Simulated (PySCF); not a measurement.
PySCF 2.14.0, BP86/def2-svp, df: heptane (CCCCCCC), 23 atoms. The geometry is a generated start, not checked to be a minimum at this level.

```
Item                          Result
-------------------  ---------------
task                          energy
method                          bp86
basis                       def2-svp
two-electron scheme  density fitting
mol.max_memory               3000 MB
mf.max_cycle                     100
mf.conv_tol          1e-09 (default)
mf.grids.level           3 (default)
basis functions                  178
grid points                   255760
```

```xyz
23

C     -3.7990     0.2904    -0.0703
C     -2.5268    -0.4643     0.2922
C     -1.2716     0.3003    -0.1234
C      0.0060    -0.4509     0.2442
C      1.2643     0.3021    -0.1804
C      2.5365    -0.4577     0.1887
C      3.7918     0.2889    -0.2456
H     -4.6805    -0.2762     0.2226
H     -3.8468     0.4657    -1.1434
H     -3.8263     1.2541     0.4344
H     -2.5010    -0.6363     1.3710
H     -2.5301    -1.4414    -0.1973
H     -1.2938     0.4692    -1.2030
H     -1.2673     1.2792     0.3630
H     -0.0045    -1.4326    -0.2359
H      0.0314    -0.6139     1.3249
H      1.2778     1.2842     0.2991
H      1.2420     0.4632    -1.2614
H      2.5166    -1.4418    -0.2854
H      2.5626    -0.6126     1.2700
H      3.7905     0.4451    -1.3226
H      4.6840    -0.2754     0.0180
H      3.8442     1.2607     0.2405
```

With the defaults (mf.DIIS = CDIIS, mf.diis = true, mf.diis_space = 8, newton = off, mf.level_shift = 0, mf.init_guess = minao) it converges in 12 Fock builds. One run each on 2 threads, 1 BLAS thread, with these changes:
- mf.DIIS = ADIIS
- mf.diis_space = 5
- newton = Hessian by the SCF's own integrals
- mf.level_shift = 0.3 Hartree
- mf.init_guess = atom
- mf.diis_space = 12
- mf.level_shift = 1 Hartree
- mf.DIIS = EDIIS
- mf.diis = false

Problem. Which of these changes keep the SCF from converging, or lead it to another solution?

Solution. No convergence: mf.DIIS = EDIIS; mf.diis = false (the run ends without SCF convergence in 100 cycles). The rest reach the solution of the defaults.

```csv
setting,Fock builds,end
the defaults,12,same solution
mf.diis_space = 5,12,same solution
mf.level_shift = 0.3 Hartree,12,same solution
mf.diis_space = 12,12,same solution
mf.init_guess = atom,12,same solution
mf.DIIS = ADIIS,16,same solution
newton = Hessian by the SCF's own integrals,23,same solution
mf.level_shift = 1 Hartree,26,same solution
mf.DIIS = EDIIS,101,no convergence
mf.diis = false,101,no convergence
```

Under newton the count holds the products with the orbital Hessian.
